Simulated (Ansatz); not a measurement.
Consider AlN in the zinc blende structure (space group F-43m, No. 216; a = 4.370 Å). Axes: x, y, z lie along the cube axes.

Level of theory: Ansatz (an electronic-structure program) r2SCAN, scalar-relativistic without spin-orbit coupling.

For the base:

| Property | Value |
|---|---|
| Valley order | X along ⟨100⟩ 3.94 eV; Γ 4.84 eV |

It is then changed as follows: a pure shear with ε_xy = ε_yx = 0.0086, atoms relaxed at fixed cell.

Q: What does the calculation give for the valley order after the change?

A: The valley order (the lowest conduction-band minima on the path, energy above the VBM, named in the base's zone) goes from X along ⟨100⟩ 3.94 eV; Γ 4.84 eV to X along [001] 3.86 eV; X along [010] 3.86 eV; Γ 4.76 eV.

Q: How does this affect the stress?

A: The stress (xx, yy, zz, yz, xz, xy; compression positive) is (0.05, 0.05, -0.01, 0.00, 0.00, -3.38) GPa.

Q: What does the calculation give for the energy relative to the base after the change?

A: The energy rises by 1.9 meV/atom.

The levels and masses belong to the bands next to the band gap. The cells carry an imposed strain or load. Stability against distortions was not tested. This is not the structure that AlN has at room temperature and ambient pressure.
